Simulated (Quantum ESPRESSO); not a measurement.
How far to go with the plane-wave cutoff: HfC (I4mm, 2 atoms in the cell)

```yaml
crystal:
  lattice:
    - [0.00000, 2.33160, 2.33160]
    - [2.33160, 0.00000, 2.33160]
    - [2.33160, 2.33160, 0.00000]
  atoms:
    - { symbol: Hf, position: [0.01072, 0.01072, 0.98928] }
    - { symbol: C, position: [0.50000, 0.50000, 0.50000] }
```

Method: LDA (PW92), PseudoDojo standard norm-conserving (LDA) pseudopotentials (plane waves; Quantum ESPRESSO).

Base settings: ecutwfc = 85 Ry; occupations = smearing; smearing = fd; degauss = 0.0073499 Ry; potentials = {Hf: Hf.upf, C: C.upf}; K_POINTS = automatic 5 5 5 0 0 0; conv_thr = 1e-10 Ry.

The second cell is the first with its lattice scaled by 0.98.

The mesh stays at the base's, so the ladder's end is converged at best in this setting alone.

Only quantities that move along the ladder and can be compared are tabulated.

The count of work is k-points × plane waves × bands × iterations; it is no time. 

The starting cell has typed, rounded lattice constants, without a prior relaxation at this level. Its lattice was rescaled by up to half a per cent. One atom was moved a little off its site on purpose. In the base run, with a pressure of about -15 GPa the cell is away from its equilibrium volume at this level. Without a gap this mesh is coarse (it stands for a supercell whose shortest vector is 16 Å).

| ecutwfc | free energy less the last step's (meV/atom) | energy of the compressed cell less the first (meV/atom) | pressure (GPa) | largest difference of a force vector from the last step's (eV/Å) | count of work / last |
|---|---|---|---|---|---|
| 30 Ry | 1352.31 | -27.14 | -55.99 | 0.047 | 0.058 |
| 34 Ry | 797.07 | -34.87 | -43.91 | 0.046 | 0.059 |
| 38 Ry | 469.27 | -28.20 | -34.20 | 0.000 | 0.075 |
| 42 Ry | 275.85 | -38.58 | -27.38 | 0.011 | 0.088 |
| 47 Ry | 142.06 | -40.00 | -21.94 | 0.001 | 0.12 |
| 51 Ry | 81.45 | -36.11 | -19.27 | 0.004 | 0.13 |
| 59 Ry | 27.28 | -37.80 | -16.72 | 0.002 | 0.16 |
| 68 Ry | 7.03 | -38.12 | -15.49 | 0.000 | 0.19 |
| 76 Ry | 1.81 | -38.12 | -15.03 | 0.000 | 0.21 |
| 85 Ry | 0.58 | -38.13 | -14.87 | 0.000 | 0.29 |
| 94 Ry | 0.38 | -38.13 | -14.85 | 0.000 | 0.32 |
| 102 Ry | 0.31 | -38.13 | -14.85 | 0.000 | 0.35 |
| 115 Ry | 0.24 | -38.13 | -14.84 | 0.000 | 0.39 |
| 128 Ry | 0.16 | -38.13 | -14.85 | 0.000 | 0.51 |
| 149 Ry | 0.07 | -38.13 | -14.84 | 0.000 | 0.53 |
| 170 Ry | 0.03 | -38.13 | -14.84 | 0.000 | 0.76 |
| 204 Ry | 0.00 | -38.13 | -14.84 | 0.000 | 1.0 |

Coarsest ecutwfc that holds the pressure within 0.5 GPa of the last step, with all finer ones: 76 Ry, at 0.21 of the last step's count of work; the step before is off by 0.65 GPa.

Coarsest ecutwfc that holds the free energy within 1 meV/atom of the last step, with all finer ones: 85 Ry, at 0.29 of the last step's count of work; the step before is off by 1.8 meV/atom.

Coarsest ecutwfc that holds the energy of the compressed cell less the first within 1 meV/atom of the last step, with all finer ones: 59 Ry, at 0.16 of the last step's count of work; the step before is off by 2.0 meV/atom.

The energy difference between the two cells stays within 1 meV/atom of the last step's from 59 Ry on, the total only from 85 Ry on: much of the error is common to both cells and cancels.

At the lowest cutoff the pressure lies 41.2 GPa under the last step's, the usual sign of Pulay stress in an incomplete plane-wave basis.
